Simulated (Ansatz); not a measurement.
Base system: Na in the bcc (W type) structure (space group Im-3m, No. 229; a = 4.171 Å).

Structures relaxed with PBEsol, PAW, 420 eV (Ansatz, a first-principles code; no spin-orbit coupling).

Base:

Simulated powder pattern, Cu Kα1, λ = 1.54056 Å (kinematic, ideal powder, no thermal factors, no anomalous dispersion; the 10 strongest lines at most, above 2 %, up to 2θ = 90°):

```csv
2θ (°),I/Imax (%),hkl
30.28,100,(110)
43.35,18,(200)
53.79,35,(211)
62.98,10,(220)
71.47,13,(310)
79.55,3.0,(222)
87.42,14,(321)
```

After one change:

Simulated powder pattern, Cu Kα1, λ = 1.54056 Å (kinematic, ideal powder, no thermal factors, no anomalous dispersion; the 10 strongest lines at most, above 2 %, up to 2θ = 90°):

```tsv
2θ (°)	I/Imax (%)
46.31	100
67.57	14
85.86	24
```

Which of these changes matches the shifts?
A. pressure 50 GPa
B. pressure 15 GPa
C. pressure 7 GPa
D. pressure 100 GPa

D, pressure 100 GPa. Its volume per atom is 10.63 Å³ against 36.28 Å³, and its space group is Im-3m (No. 229).

Load acts through the strain it causes; cell and atoms are relaxed under it. No phonon test of stability was made. Measured, Na leaves this structure (for fcc) near 65 GPa (temperature not stated; as listed in Olga Degtyareva, NATO science for peace and security series. B, Physics and biophysics (2010)).
